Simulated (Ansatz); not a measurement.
Consider C in the diamond structure (space group Fd-3m, No. 227; a = 3.5538 Å). Axes: x, y, z lie along the cube axes.

Computed with PBEsol (Ansatz, a program for electronic structure), no SOC.

Base values:

| Quantity | Result |
|---|---|
| Volume per atom | 5.61 Å³ |
| Valence-band top at Γ | 0.00, 0.00, 0.00 eV |

Perturbation: uniaxial stress, 8 GPa compression along x, with the cell and atoms free to relax against it.

Question: Predict the new volume per atom.

Answer: The volume per atom drops by 0.03 Å³ to 5.58 Å³.

Question: What does the calculation give for the valence-band top at Γ after the change?

Answer: The valence-band top at Γ (three highest levels, from the VBM) becomes 0.00, -0.13, -0.13 eV (base: 0.00, 0.00, 0.00 eV).

Question: How does this affect the secant Young's modulus along x?

Answer: The secant Young's modulus along x is 1000 GPa.

Question: Predict the new hole mass.

Answer: The hole mass amounts to 0.53 mₑ along x, 0.28 mₑ across (at Γ).

Question: Estimate the effect on the energy relative to the base.

Answer: The energy goes up by 1.1 meV/atom.

The levels and masses belong to the bands next to the band gap. Load acts through the strain it causes; cell and atoms are relaxed under it. Effective masses come from finite differences of ±0.01 Å⁻¹. Stability under load was not tested beyond the relaxation.
